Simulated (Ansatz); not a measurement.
**Converging shifted k-point meshes: Zr (Im-3m, 1 atom in the cell)**

```
CELL_PARAMETERS angstrom
     -1.79980     1.79980     1.79980
      1.79980    -1.79980     1.79980
      1.79980     1.79980    -1.79980
ATOMIC_POSITIONS crystal
  Zr 0.00000 0.00000 0.00000
```

Method: LDA (PW92), default PAW files made with PBE (plane waves; Ansatz, an electronic-structure program).

Base settings: basis.ecutwfc = 30.9 Ry; kpoints.mp_grid.grid = 13 13 13; hamiltonian.xc = lda; hamiltonian.pseudopotentials = {kind: paw} (the program's default PAW files); scf.occupations.method = fermi_dirac; scf.occupations.width = 0.0073 Ry.

In this ladder: kpoints.mp_grid.shift = 0.5 0.5 0.5.

Only quantities that move along the ladder and can be compared are tabulated.

The count of work is k-points × plane waves × bands × iterations; it is no time. 

The starting cell comes from a database of computed structures (which also holds hypothetical and non-ambient phases and stackings), without a prior relaxation at this level. Its lattice was rescaled by up to half a per cent. In the base run, with a pressure of about -8 GPa the cell is away from its equilibrium volume at this level. Ansatz's pressure includes its estimate of the finite-basis (Pulay) stress.

| kpoints.mp_grid.grid | free energy less the last step's (meV/atom) | pressure (GPa) | count of work / last |
|---|---|---|---|
| 2 2 2 | 1330.79 | 12.68 | 0.0011 |
| 3 3 3 | 222.42 | 1.23 | 0.0021 |
| 4 4 4 | 48.90 | -8.66 | 0.0032 |
| 5 5 5 | 31.35 | -8.13 | 0.0053 |
| 6 6 6 | 0.73 | -7.74 | 0.0074 |
| 7 7 7 | -23.24 | -8.72 | 0.011 |
| 8 8 8 | -4.87 | -8.61 | 0.014 |
| 9 9 9 | 4.39 | -7.82 | 0.018 |
| 10 10 10 | 1.95 | -7.93 | 0.023 |
| 11 11 11 | -0.98 | -8.18 | 0.030 |
| 12 12 12 | 0.19 | -8.18 | 0.036 |
| 14 14 14 | -0.24 | -8.09 | 0.053 |
| 15 15 15 | -0.27 | -8.16 | 0.063 |
| 17 17 17 | 0.17 | -8.09 | 0.087 |
| 18 18 18 | -0.21 | -8.11 | 0.10 |
| 20 20 20 | 0.11 | -8.11 | 0.13 |
| 23 23 23 | -0.01 | -8.12 | 0.19 |
| 25 25 25 | -0.02 | -8.11 | 0.24 |
| 28 28 28 | 0.01 | -8.11 | 0.33 |
| 31 31 31 | 0.00 | -8.12 | 0.43 |
| 34 34 34 | 0.00 | -8.12 | 0.55 |
| 38 38 38 | 0.00 | -8.12 | 0.76 |
| 42 42 42 | 0.00 | -8.12 | 1.0 |

Coarsest kpoints.mp_grid.grid that holds the pressure within 1 GPa of the last step, with all finer ones: 4 4 4, at 0.0032 of the last step's count of work; the step before is off by 9.3 GPa.

Coarsest kpoints.mp_grid.grid that holds the free energy within 0.5 meV/atom of the last step, with all finer ones: 12 12 12, at 0.036 of the last step's count of work; the step before is off by 0.98 meV/atom.

Keys are those of Ansatz 0.2.
